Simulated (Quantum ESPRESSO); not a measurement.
## Pressure against volume in fluorite-structure HfO2 (space group 225) (Quantum ESPRESSO, PBE)

```
CELL_PARAMETERS angstrom
      0.00000     2.49484     2.49484
      2.49484     0.00000     2.49484
      2.49484     2.49484     0.00000
ATOMIC_POSITIONS crystal
  Hf 0.00000 0.00000 0.00000
  O  0.25000 0.25000 0.25000
  O  0.75000 0.75000 0.75000
```

Computed with PBE, PSlibrary PAW (PBE) pseudopotentials (plane waves; Quantum ESPRESSO 7.5). Settings: ecutwfc = 72 Ry; ecutrho = 432 Ry; occupations = smearing; smearing = fd; degauss = 0.000734986 Ry; potentials = {Hf: Hf.pbe-spn-kjpaw_psl.1.0.0.UPF, O: O.pbe-n-kjpaw_psl.0.1.UPF}; K_POINTS = automatic 11 11 11 0 0 0; conv_thr = 1e-10 Ry; mixing_beta = 0.4. The cell above is the first row's. The rows scale it uniformly. In all rows fractional positions and the k mesh are held.

```
V (Å^3/atom)  P (GPa)
------------  -------
10.352           7.52
10.577           1.68
10.802          -3.55
11.027          -8.25
11.252         -12.46
11.477         -16.23
11.703         -19.62
11.928         -22.65
12.153              ?
```

Taking a cubic for P over the 8 complete rows: With u = V - 11.1, the rows have u = -0.7480, -0.5230, -0.2980, -0.0730, 0.1520, 0.3770, 0.6030, 0.8280. Least squares gives P = -9.669 - 19.0623·u + 4.6886·u² - 0.7275·u³. Residuals (row less fit): 0.003, -0.007, 0.003, 0.002, 0.001, -0.002, -0.002, 0.001; standard error 0.004 (degrees of freedom: 4). The fitted pressure is zero at V0 = 10.65, where dP/dV = -23.76, so B0 = -V0·dP/dV = 253 GPa.

**Question.** Estimate the missing P (V = 12.153); what did the run itself give?

**Answer.** u = 1.0530, so P = -9.669 - 19.0623 × 1.0530 + 4.6886 × 1.0530² - 0.7275 × 1.0530³ = -25.392 GPa. The calculation gives -25.36 GPa, 0.032 GPa above the prediction (0.1 % of the range of P in the table). The row lies outside the fitted rows, so this is an extrapolation. From the scatter of the fitted rows alone, a prediction at this place has a standard error of 0.012 GPa, so the miss is 2.7 times that.

Carrying the step between the two nearest rows on in a straight line would have given -25.68, off by 0.32; series whose last step already gives the withheld value aren't shown. The scan was laid around a cell of about the measured size, scaled by a guess for this functional. This is a high-temperature phase, held here by symmetry. The runs keep the symmetry of the cell, so they don't test it for distortions. Spin-orbit coupling is off. Cutoffs and mesh are single choices, not tested for convergence of this quantity. Series with a scatter that would blur these digits, or in which a gap closes, are not shown.
